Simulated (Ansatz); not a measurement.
## Worked example: self-consistent single point of BP (F-43m, 2 atoms in the cell) in Ansatz

Level of theory: PBE (plane waves, PAW; Ansatz, a first-principles code).

Input as run:

Ansatz 0.2 input:
```yaml
crystal:
  lattice:
    - [0.000000, 2.232306, 2.232306]
    - [2.232306, 0.000000, 2.232306]
    - [2.232306, 2.232306, 0.000000]
  atoms:
    - { symbol: B, position: [0.000000, 0.000000, 0.000000] }
    - { symbol: P, position: [0.250000, 0.250000, 0.250000] }
basis:
  ecutwfc: 420.0 eV
kpoints:
  mp_grid: { grid: [13, 13, 13] }
hamiltonian:
  xc: pbe
  pseudopotentials: { kind: paw }
scf:
  occupations: { method: fixed }
output:
  forces: true
  eigenvalues: true
  stress: true
```

The program printed (abridged):

```
WARN ansatz: RAYON_NUM_THREADS=1 ignored (pool sized by the plan → 1); use --threads N
Pseudopotentials: kind: paw
Pseudopotential: B, paw, valence charge 3
Pseudopotential: P, paw, valence charge 5
Crystal: 2 atoms, lattice volume = 22.248 Å³
Basis set: ecut = 420 eV, 411 PW (Γ), exchange–correlation on 48×48×48 points (8 copies of the dense FFT grid, shifted against one another)
Bands: 8, of which v1, the nominal top of the filled ones, is band 4 counted from 1 (3 counted from 0)
Symmetry: 24 space group operations
Space group: F-43m (ITA 216), of the structure as read, at distance tolerance 2.8e-5 Å
k-points: 84 of 2197 (time reversal used)
Initial density: superposition of atomic densities (neutral atoms: chi_scale 0, normalization atom), corrected by the library's trained network
Initial wavefunctions: pseudopotential atomic-orbital guess
Eigensolver: davidson
Functional: x = pbe(κ = 0.804, μ = 0.2195149727645171), c = pbe(β = 0.06672455060314922)
SCF iter   1: F=—  HF=-912.408907 eV  |F-HF|=—  |Δ(HF+E_count)|=         —  Δρ=1.69e-3  dr2=4.89e-4  ethr=1.77e-3  ⟨swp⟩=5.1  Hψ=4930  notcnv=0  defer=151
all-band conjugate gradients solve this SCF's bands
preconditioner: auto → none
SCF iter   2: F=—  HF=-912.409026 eV  |F-HF|=—  |Δ(HF+E_count)|=   1.19e-4  Δρ=8.97e-4  dr2=1.56e-4  ethr=6.11e-6  ⟨swp⟩=2.3  Hψ=1842  notcnv=0  defer=161
SCF iter   3: F=—  HF=-912.409008 eV  |F-HF|=—  |Δ(HF+E_count)|=   1.75e-5  Δρ=4.14e-4  dr2=1.66e-5  ethr=1.95e-6  ⟨swp⟩=2.0  Hψ=983  notcnv=0  defer=158
SCF iter   4: F=—  HF=-912.409031 eV  |F-HF|=—  |Δ(HF+E_count)|=   2.25e-5  Δρ=1.04e-4  dr2=2.58e-6  ethr=2.08e-7  ⟨swp⟩=2.0  Hψ=1010  notcnv=0  defer=146
iter 5 did not close the SCF: its close was put off for the readings that it lacked (scf_convergence_deferred on its scf_iter line)
SCF iter   5: F=-912.409031 eV  HF=-912.409031 eV  |F-HF|=6.48e-9  |Δ(HF+E_count)|=   3.67e-7  Δρ=5.20e-6  dr2=2.30e-9  ethr=3.23e-8  ⟨swp⟩=2.6  Hψ=1022  notcnv=0  defer=146
SCF iter   6: F=-912.409031 eV  HF=-912.409031 eV  |F-HF|=1.69e-10  |Δ(HF+E_count)|=   7.99e-9  Δρ=6.23e-7  dr2=3.09e-11  ethr=2.88e-11  ⟨swp⟩=6.1  Hψ=4101  notcnv=0
SCF 1 converged in 6 iterations: F = -912.409031 eV  dr2 = 3.09e-11
SCF converged after 6 iterations
Free energy (F): -912.409031 eV
Harris-Foulkes:  -912.409031 eV  (|F-HF|=1.69e-10)
Internal energy: -912.409031 eV  (E = F + TS)
E sigma→0 (E₀):  -912.409031 eV
Fermi energy:    9.944357 eV
--- Per-component energies (eV) ---
  E_band       = 26.080214
  E_kinetic    = 124.191974
  E_local      = -64.443704  (includes V_loc(G=0)·N_el)
  E_nonlocal   = 45.364658
  E_hartree    = 16.449577
  E_xc         = -95.692117
  E_vxc        = -101.613896  (∫ρ·V_xc dr)
  E_paw        = -648.095075  (= ΣΔE_a)
  E_vpaw       = -10.317989  (= ΣTr[D̂ρ^β])
  E_aug_tail   = 0.000000  (compensation charges beyond the density's cutoff)
  E_ewald      = -290.184345
  E_smearing   = -0.000000  (= −TS)
  E_closure    = -0.000000  (closes the sum)
  Σ components = -912.409031   (vs F -912.409031, Δ=0.00e0)
--- Forces (eV/Å), atoms counted from 1 ---
  atom   1  B      0.00000000    -0.00000000    -0.00000000
  atom   2  P     -0.00000000     0.00000000    -0.00000000
  max |Σ_I F_I| component: 2.59e-16 eV/Å
--- Stress (GPa, compression-positive) ---
       10.044243      -0.000000      -0.000000
       -0.000000      10.044243       0.000000
       -0.000000       0.000000      10.044243
  P = ⅓ Tr σ = 10.0442 GPa (100.442 kbar)
  The stress holds the Pulay correction. Without it, at fixed plane waves, as pw.x and ABINIT print it: P = 9.9008 GPa
--- Band table (eV; the first three rows and the last of 84) ---
  k-point 0: bands = ["-5.9554", "9.9444", "9.9444", "9.9444", "13.4256", "13.4256", "13.4256", "18.0712"]
  k-point 1: bands = ["-5.8444", "9.0856", "9.7515", "9.7515", "13.6917", "13.6917", "13.7701", "18.3557"]
  k-point 2: bands = ["-5.5135", "7.3446", "9.3300", "9.3300", "14.1180", "14.2643", "14.2643", "19.0760"]
  k-point 83: bands = ["-0.6719", "1.7535", "3.8351", "4.5550", "15.0689", "16.4042", "17.3037", "18.6013"]
```

The run converged in 6 iterations.

The starting cell comes from a database of computed structures (which also holds hypothetical and non-ambient phases and stackings), without a prior relaxation at this level. Its lattice was rescaled by a random factor within 2.5 % of one. With a pressure of about 10 GPa the cell is away from its equilibrium volume at this level. Ansatz's pressure includes its estimate of the finite-basis (Pulay) stress.
